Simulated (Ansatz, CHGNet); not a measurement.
# How the lattice parameter a of Mg (model structure, started from the diamond type, Fd-3m, No. 227, 2 atoms in the cell) moves with the method

No measured value is used here.

```tsv
level (code)	value (Å)
CHGNet 0.3.0	6.644
LDA (Ansatz)	[?]
PBE (Ansatz)	6.860
r²SCAN (Ansatz)	6.856
```

### Question
What belongs in the gaps?

### Answer

- LDA (Ansatz, a first-principles code), value (Å): 6.693

Cutoffs differ between the levels. Ansatz's density-functional and Hartree–Fock values are scalar-relativistic unless marked +SOC, with PAW data made under PBE.

Machine-learned potentials (CHGNet 0.3.0) are trained on DFT data: a solid inside that data is no test of them.

A model structure was made by putting elements into a prototype or built by hand; it is no filed structure, need not be a known phase, and can be a saddle point held by its symmetry.
